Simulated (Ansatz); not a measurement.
# Effect of Pb → W on PbTe

Take PbTe in the rock salt structure (space group Fm-3m, No. 225; a = 6.569 Å) as the base.

Now apply this change: W takes the place of Pb on all its sites, then cell and atoms are relaxed.

All numbers come from PBE (Ansatz, an electronic-structure program), scalar-relativistic without spin-orbit coupling, earlier PAW set. k-mesh 14×14×14 (Γ-centred); smearing 0.05 eV (Fermi–Dirac), for the changed cell.

| quantity | base | changed | shift |
|---|---|---|---|
| volume per atom | 35.44 Å³ | 21.91 Å³ | -13.53 Å³ |
| density | 7.84 g/cm³ | 11.80 g/cm³ | +3.96 g/cm³ |
| lattice parameter a | 6.569 Å | 5.596 Å | -0.973 Å |
| shortest interatomic distance | 3.285 Å | 2.798 Å | -0.487 Å |
| band gap | 0.83 eV | zero | – |

Cost of the whole job for the changed cell (relaxation, final SCF and bands): roughly 18 core-seconds.

With Pb and Te present, leaving out spin-orbit coupling can change the band edges. Whether these cells are dynamically stable was not tested. As relaxed here, WTe is a hypothetical phase, not in the database extracts checked. All final runs are without spin polarisation. WTe has a high density of states at the Fermi level and may be magnetic at this level.
